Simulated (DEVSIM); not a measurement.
Structure: TaN/Al2O3/n-Si capacitor, at 300 K.

Layer 1 from the left is Al2O3, thickness (nm) 3.40. Layer 2 from the left is Si, thickness (nm) 490, Nd (cm⁻³) 1.4e18.

Metal gate on the left, work function 4.4 eV. Fixed charge at the semiconductor interface 1.2e10 cm⁻² (in units of +e); no interface traps.

Constants are typed, rounded textbook-type inputs, not results; the design itself was drawn at random and stands for no fabricated device. Values at 300 K.

Al2O3: gap (eV) 6.8, affinity (eV) 1.35, permittivity 9. Si: gap (eV) 1.124, affinity (eV) 4.05, permittivity 11.7, Nc (cm⁻³) 2.86e19, Nv (cm⁻³) 3.1e19.

### Question
Estimate by hand the flat-band voltage, the threshold voltage, and compare with a numerical solution.

### Answer

- Flat-band voltage: C = 2.34 μF/cm², work-function difference 0.272 V; VFB = φms − qNf/C = 0.27 V; numerical 0.27 V.
- Threshold voltage: φF = 0.483 V, depletion charge √(4εqNφF) = 6.70e-7 C/cm²; VT = VFB − 2φF − Qd/C = -0.98 V; numerical -0.98 V.

Simulated with DEVSIM: 1D Poisson equation in equilibrium, Boltzmann statistics, complete ionisation; no quantum confinement or tunnelling. Metal contacts follow the ideal Schottky-Mott rule: no Fermi-level pinning, no interface dipoles.
